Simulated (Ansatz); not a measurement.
Here is the system:

```
CELL_PARAMETERS angstrom
      2.55408     0.00000     0.00000
     -1.27704     2.21190     0.00000
      0.00000     0.00000     4.22393
ATOMIC_POSITIONS crystal
  B  0.66667 0.33333 0.99800
  B  0.33333 0.66667 0.49800
  N  0.66667 0.33333 0.62720
  N  0.33333 0.66667 0.12720
```

No spin polarisation.

0.0716 electrons added to each cell, a density of 3.0×10^21 cm⁻³, with a uniform compensating background at fixed cell and a 300 K Fermi–Dirac width.

Computed with Ansatz (an electronic-structure program), PBE, PAW, cutoff 420 eV, scalar-relativistic without spin-orbit coupling, earlier PAW set. k-mesh 26×26×14 (Γ-centred); smearing 0.0259 eV (Fermi–Dirac).

Predict the Fermi level from band edge, gap character and gap between the host's bands.


* **Fermi level relative to the doped band's edge (positive inside the band; to 0.05 eV)**: +1.00 eV
* **Gap character**: indirect, Γ → K
* **Gap between the host's bands**: 4.94 eV

Carriers are added with a uniform compensating background; total energy and stress of such cells depend on the potential's zero and are not compared; many-body gap narrowing is missing at this level. Whether these cells are dynamically stable was not tested. The cell was made from BN in the wurtzite structure (space group P6_3mc, No. 186) by this change: electrons 3.0×10^21 cm⁻³.
